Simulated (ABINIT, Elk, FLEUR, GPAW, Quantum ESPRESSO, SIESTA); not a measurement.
# Code comparison for ZnS (F-43m, 2 atoms in the cell)

Self-consistent single point.

```
CELL_PARAMETERS angstrom
      0.00000     2.70500     2.70500
      2.70500     0.00000     2.70500
      2.70500     2.70500     0.00000
ATOMIC_POSITIONS crystal
  Zn 0.00000 0.00000 0.00000
  S  0.25000 0.25000 0.25000
```

Shared settings, as Quantum ESPRESSO writes them: occupations = smearing; smearing = fd; degauss = 0.0036749 Ry; K_POINTS = automatic 7 7 7 0 0 0. Potentials and cutoffs stand in the table.

| code | model | pressure (GPa) | gap on the mesh (eV) | cutoff |
|---|---|---|---|---|
| FLEUR | PBE+U, all-electron FLAPW (FLEUR), scalar-relativistic valence | – | 2.332 | Kmax 4 1/bohr |
| SIESTA | GGA PBE+U, numerical atomic orbitals DZP, PseudoDojo PBE standard norm-conserving potentials (rewritten from UPF to PSML) | 1.02 | 2.574 | grid 350 Ry |
| GPAW | PBE+U, GPAW PAW datasets PBE (gpaw-data 1.0.1) | 1.38 | 2.316 | 800 eV |
| ABINIT | PBE+U, PAW (JTH v2.0 PBE PAW) | 1.83 | 2.300 | 30 Ha |
| Quantum ESPRESSO | PBE+U, PseudoDojo stringent norm-conserving (PBE) pseudopotentials | 1.75 | 2.183 | 85 Ry |
| Elk | PBE+U, all-electron FP-LAPW, Elk's shipped species files, default APW+lo basis | – | 2.219 | rgkmax 7 |

Hubbard term: atomic; U Zn-3d 4 eV.

A dash marks a value that a program does not give, or that is left out as unsure.

Gaps are read on the mesh.

On FLEUR's run: spin polarisation is off. The U value is a test value.

The spread over the programs that give each value: pressure within 0.81 GPa; gap on the mesh within 0.391 eV.

SIESTA uses small atom-centred bases, whose incompleteness enters pressures, forces and empty levels differently from a plane-wave cutoff. FLEUR and Elk treat all electrons, but the usual bases taken here (sphere radii, linearisation, local orbitals, empty states) were not tested for convergence, so the values are no reference for the others. The same U acts on different projectors in each program, which moves gaps, moments and pressures. In the gap, SIESTA (by 0.274) lies more than 0.12 eV from the median of the plane-wave programs.

The starting cell has typed, rounded lattice constants, without a prior relaxation at this level.

Left out of this page: Ansatz (on a method kept out of this collection).
